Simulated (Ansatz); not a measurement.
Input:

End structure of the (0001) surface of wurtzite ZnO (in the relaxation 2 O–Zn bonds formed), Zn-terminated, 2x2 with 2 OH on 4 top atoms (bottom of the slab: 2 H on 4 bottom sites):

```
CELL_PARAMETERS angstrom
      6.55898     0.00000     0.00000
     -3.27949     5.68024     0.00000
      0.00000     0.00000    31.00000
ATOMIC_POSITIONS crystal
  O  0.33515 0.16509 0.29660
  O  0.83636 0.16374 0.29591
  O  0.33648 0.66383 0.29584
  O  0.83516 0.66503 0.29658
  Zn 0.15636 0.34397 0.31576
  Zn 0.67983 0.32045 0.31762
  Zn 0.17990 0.82032 0.31771
  Zn 0.65633 0.84377 0.31589
  O  0.16667 0.33333 0.38123
  O  0.66667 0.33333 0.38123
  O  0.16667 0.83333 0.38123
  O  0.66667 0.83333 0.38123
  Zn 0.33333 0.16667 0.40188
  Zn 0.83333 0.16667 0.40188
  Zn 0.33333 0.66667 0.40188
  Zn 0.83333 0.66667 0.40188
  O  0.33160 0.16444 0.46640
  O  0.83115 0.16490 0.46651
  O  0.33635 0.67020 0.46616
  O  0.83683 0.66974 0.46605
  Zn 0.16712 0.33662 0.48626
  Zn 0.66712 0.33663 0.48651
  Zn 0.16710 0.83067 0.48868
  Zn 0.66708 0.83072 0.48843
  O  0.16620 0.34242 0.55026
  O  0.66609 0.34252 0.55042
  O  0.16891 0.82764 0.55340
  O  0.66901 0.82755 0.55325
  Zn 0.32972 0.17008 0.56909
  Zn 0.82991 0.16991 0.56900
  Zn 0.33888 0.66495 0.57662
  Zn 0.83868 0.66513 0.57671
  O  0.31512 0.17622 0.63165
  O  0.81519 0.17616 0.63157
  O  0.34821 0.66365 0.64351
  O  0.84818 0.66372 0.64357
  Zn 0.13856 0.31837 0.65749
  Zn 0.63869 0.31830 0.65748
  Zn 0.20112 0.86074 0.65947
  Zn 0.70106 0.86086 0.65948
  H  0.33660 0.16350 0.26525
  H  0.83664 0.66365 0.26524
  O  0.94262 0.08397 0.70491
  H  0.03025 0.03915 0.72427
  O  0.44284 0.08381 0.70488
  H  0.53056 0.03909 0.72424
```

Set-up: 46 atoms, 14.7 Å thick at the start with caps and adatoms; mesh 4x4x1; 0.025 eV smearing; dipole correction on; 8 atoms held, the rest relaxed; no symmetry held; no spin, no spin-orbit, no U. It is one candidate, not shown to be the stable structure of the face.

Q: Give the highest filled level below the top vacuum level at the level PBE (Ansatz, a program for electronic structure).

A: 5.66 eV

Q: What gap of the slab on its k-mesh does PBE give?

A: 1.05 eV
